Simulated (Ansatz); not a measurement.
# A computed series for ZnSe: response to strain

Consider ZnSe in the zinc blende structure (space group F-43m, No. 216; a = 5.666 Å). Axes: x, y, z lie along the cube axes.

Strains are applied to the cell and any free atomic positions relax.

All numbers come from r2SCAN/PAW in Ansatz (a first-principles code), scalar-relativistic without spin-orbit coupling.

```json
[
 {"change": "base", "hole mass": "–", "band gap": "1.87 eV", "volume per atom": "22.73 Å³"},
 {"change": "uniaxial strain ε_zz = −3.00 %", "hole mass": "0.14 mₑ along z, 0.56 mₑ across (at Γ)", "band gap": "(withheld)", "volume per atom": "22.05 Å³"},
 {"change": "uniaxial strain ε_zz = −2.50 %", "hole mass": "0.14 mₑ along z, 0.57 mₑ across (at Γ)", "band gap": "(withheld)", "volume per atom": "22.16 Å³"},
 {"change": "uniaxial strain ε_zz = −2.00 %", "hole mass": "0.14 mₑ along z, 0.57 mₑ across (at Γ)", "band gap": "1.90 eV", "volume per atom": "22.28 Å³"},
 {"change": "uniaxial strain ε_zz = −1.50 %", "hole mass": "0.14 mₑ along z, 0.58 mₑ across (at Γ)", "band gap": "1.90 eV", "volume per atom": "22.39 Å³"},
 {"change": "uniaxial strain ε_zz = −1.00 %", "hole mass": "(withheld)", "band gap": "(withheld)", "volume per atom": "22.50 Å³"},
 {"change": "uniaxial strain ε_zz = −0.50 %", "hole mass": "–", "band gap": "1.88 eV", "volume per atom": "22.62 Å³"}
]
```

Problem. Some entries are withheld; estimate them.

Solution. 
- uniaxial strain ε_zz = −3.00 %, band gap: 1.92 eV
- uniaxial strain ε_zz = −2.50 %, band gap: 1.91 eV
- uniaxial strain ε_zz = −1.00 %, hole mass: 0.13 mₑ along z, 0.59 mₑ across (at Γ)
- uniaxial strain ε_zz = −1.00 %, band gap: 1.89 eV

Masses are band curvatures over ±0.01 Å⁻¹ around the edge. Stability against distortions was not tested.
